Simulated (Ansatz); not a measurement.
The parent structure is NaI in the rock salt structure (space group Fm-3m, No. 225; a = 6.4021 Å).

Computed with plane-wave PAW DFT at the PBEsol level (Ansatz, a first-principles code, 420 eV), no SOC.

For the base:

| Item | Result |
|---|---|
| Valley order | Γ 3.60 eV; X along ⟨100⟩ 4.47 eV; L along ⟨111⟩ 4.96 eV |

One thing is altered: an isotropic linear strain of −2.00 %; the atoms relax in the strained cell.

**Question.** How does this affect the valley order?

**Answer.** The valley order (the lowest conduction-band minima on the path, energy above the VBM, named in the base's zone) goes from Γ 3.60 eV; X along ⟨100⟩ 4.47 eV; L along ⟨111⟩ 4.96 eV to Γ 3.77 eV; X along ⟨100⟩ 4.50 eV; L along ⟨111⟩ 4.97 eV.

Spin-orbit coupling, missing from the scalar runs, can matter with I. The levels and masses belong to the bands next to the band gap. Stability against distortions was not tested.
